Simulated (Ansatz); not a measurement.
The parent structure is Nb in the bcc (W type) structure (space group Im-3m, No. 229; a = 3.310 Å).

Calculations: Ansatz (a quantum-chemistry and plane-wave program), PBE, PAW, cutoff 420 eV, scalar-relativistic without spin-orbit coupling.

Base values:

```
Item                   Value
-------------------  -------
Lattice parameter a  3.310 Å
```

Modification: every Nb is replaced by V; the structure is relaxed again.

Problem. What happens to the lattice parameter a?

Solution. The lattice parameter a falls by 0.3125 Å (3.310 Å → 2.997 Å).

Stability against distortions was not tested. Starting moments died away, wholly or in part, for Nb → V; another magnetic solution may exist. The final runs are not spin-polarised.
